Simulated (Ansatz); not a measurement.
**Response to strain in hypothetical diamond Ru**

The parent structure is Ru in the diamond structure (space group Fd-3m, No. 227; a = 5.4559 Å; a hypothetical phase, not in the database extracts checked; relaxed with 0.1 eV smearing). Axes: x, y, z lie along the cube axes.

Strains are applied to the cell and any free atomic positions relax; under biaxial strain the out-of-plane vector relaxes too; under stress the whole cell relaxes.

Method: plane-wave PAW DFT at the PBE level (Ansatz, an electronic-structure program, 420 eV), without spin-orbit coupling.

Notes on the quantities. pressure: mean of the normal stresses, compression positive; energy relative to the base: free energy F.

```csv
variant,space group,pressure,energy relative to the base
base,Fd-3m (No. 227),0.0 GPa,0 meV/atom
"biaxial strain −0.25 %, plane normal [001], relaxed out of plane",I4_1/amd (No. 141),0.1 GPa,0.0 meV/atom
"biaxial strain +4.51 %, plane normal [110], relaxed out of plane",Imma (No. 74),-0.4 GPa,-0.2 meV/atom
isotropic strain −1.15 %,Fd-3m (No. 227),6.1 GPa,+13 meV/atom
"uniaxial stress, 2 GPa tension along x",I4_1/amd (No. 141),–,+10 meV/atom
tensor shear ε_yz = +3.70 %,Imma (No. 74),-0.3 GPa,-1.1 meV/atom
```

A biaxial case was relaxed in a doubled cell and then solved in the primitive one. Stability under load was not tested beyond the relaxation. All final runs are without spin polarisation. Under tensor shear ε_yz = +3.70 % the cell ends below the base's energy or with stress of the wrong sign: the atoms slid into a distortion or the cell is elastically unstable, so the base is not a stable minimum at this level.
